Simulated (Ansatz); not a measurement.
# Ti interstitial in silicon

Method: PBE, PAW (plane waves to 420 eV; Ansatz, an electronic-structure program). A 2×2×2 supercell of 64 sites was used; the energies come from a 2×2×2 shifted sampling of its zone. Site at the start: void with 4Si nearest. Charged cells carry a point-charge image correction with potential alignment at far atoms. Dielectric constants: PBE linear response of the host. Host gap at this level: 0.61 eV. Finite-size and sampling errors can reach tenths of an eV here. Levels are measured in PBE's own, too narrow, gap. Spin–orbit coupling is left out, and no Hubbard U is applied to the open shells. Each state is the lowest found from its start.

Formation energies E_f are given with the Fermi level at the valence-band maximum. Chemical conditions: impurity bounded by its compound with the host (Δμ(Ti) = -1.70 eV, bounded by TiSi2 (Cmcm); only phases computed here count, gases as isolated molecules at 0 K). Reference phases: Ti: hcp Ti.

The name describes the start; the neighbours show where the added atom ended.

```csv
charge,moment (μB),largest move off a lattice site (Å),neighbours of the added atom at the end (Å),image correction with alignment (eV),"E_f, impurity bounded by its compound with the host (eV)",above the lowest spin state (eV)
+2†,2.0,0.14,"Si 2.48, Si 2.48, Si 2.49, Si 2.50",0.92,–,0.00
+2†,not spin-polarised,0.11,"Si 2.47, Si 2.48, Si 2.48, Si 2.48",0.90,–,0.10
+1†,3.0,0.12,"Si 2.48, Si 2.48, Si 2.48, Si 2.48",0.34,–,0.00
+1†,3.0,0.12,"Si 2.48, Si 2.48, Si 2.48, Si 2.48",0.34,–,0.00
0†,2.0,0.12,"Si 2.44, Si 2.48, Si 2.48, Si 2.48",0.00,3.05,0.00
0†,not spin-polarised,0.15,"Si 2.44, Si 2.44, Si 2.50, Si 2.50",0.00,3.15,0.10
−1†,1.0,0.12,"Si 2.45, Si 2.45, Si 2.48, Si 2.48",-0.11,–,0.00
−1†,1.0,0.12,"Si 2.45, Si 2.45, Si 2.48, Si 2.48",-0.11,–,0.00
```

† Not settled in this cell, so no level is given: charge +2: carriers not clearly localised, level within 0.1 eV of a band edge or past it; charge +1: carriers not clearly localised; charge 0: carriers not clearly localised; charge −1: carriers not clearly localised, level within 0.1 eV of a band edge or past it.

Starting moments that weren't kept: charge +1 began with 1 μB and ended with 3.0; charge 0 began with 4 μB and ended with 2.0; charge −1 began with 5 μB and ended with 1.0.

No other site or start that was run ended lower by more than 0.1 eV.
